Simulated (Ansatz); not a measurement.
The parent structure is SiC (space group P6_3mc, No. 186).

```
CELL_PARAMETERS angstrom
      3.09415     0.00000     0.00000
     -1.54707     2.67961     0.00000
      0.00000     0.00000    10.12926
ATOMIC_POSITIONS crystal
  Si 0.00000 0.00000 0.50031
  Si 0.00000 0.00000 0.00031
  Si 0.33333 0.66667 0.25025
  Si 0.66667 0.33333 0.75025
  C  0.00000 0.00000 0.31285
  C  0.00000 0.00000 0.81285
  C  0.33333 0.66667 0.06221
  C  0.66667 0.33333 0.56221
```

All numbers come from plane-wave PAW DFT at the PBE level (Ansatz, a first-principles code, 420 eV), no SOC.

Strains are applied to the cell and any free atomic positions relax.

One change was made to it. Results:

The pressure (mean of the normal stresses, compression positive) goes from zero to -45.7 kbar; the band gap is still 2.22 eV; the valence-band top at Γ (three highest levels, from the VBM) remains 0.00, 0.00, -0.05 eV.

Question: Which of these changes matches the shifts?
A) isotropic strain +0.75 %
B) isotropic strain +3.00 %
C) isotropic strain +2.25 %

Answer: A, isotropic strain +0.75 %. For comparison, the pressure in the other runs: isotropic strain +2.25 % gives -124.6 kbar; isotropic strain +3.00 % gives -158.4 kbar.

Whether these cells are dynamically stable was not tested.
